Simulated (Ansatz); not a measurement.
Defect migration in rutile-type MgF2: Mg vacancy, charge state -2. The step: a nearby Mg atom hops onto the vacant site; the atom moves 3.59 Å along (0.49, 0.49, -0.49) of the unit cell; the moving atom starts with neighbours F at 1.90, F at 2.00, 2 F at 2.03, 2 F at 2.08 Å and ends with F at 1.88, 3 F at 2.03, 2 F at 2.06 Å. DFT values are from Ansatz (plane-wave PAW, 420 eV unless said) in a cell of 72 host sites, spin-restricted, static, with no finite-size correction. The charge state is imposed; whether it is stable for some Fermi level was not computed. Forms of the defect that were not tried may lie lower. For the PBE band: the program found a first-order saddle point.

```
Level                                                              Forward barrier (eV)  Cost of the band or of the saddle's single point
-----------------------------------------------------------------  --------------------  ------------------------------------------------
CHGNet universal potential (has no charge state), its own band                     1.40                                                 -
PBE, the Γ point alone, band relaxed                                               1.43                    around 19 core-minutes (rough)
PBE, a 2×2×2 k-point mesh shifted by half a step, same geometries                  1.43                   around 2.4 core-minutes (rough)
r2SCAN at 500 eV, the Γ point alone, same geometries                         (withheld)                           roughly 60 core-seconds
HSE06, Γ point alone, same geometries                                              1.43                       very roughly 4 core-minutes
```

Task: Some entries are withheld; supply them.

Result: 
- r2SCAN at 500 eV, the Γ point alone, same geometries, Forward barrier (eV): 1.48

Ansatz is a program for electronic structure.
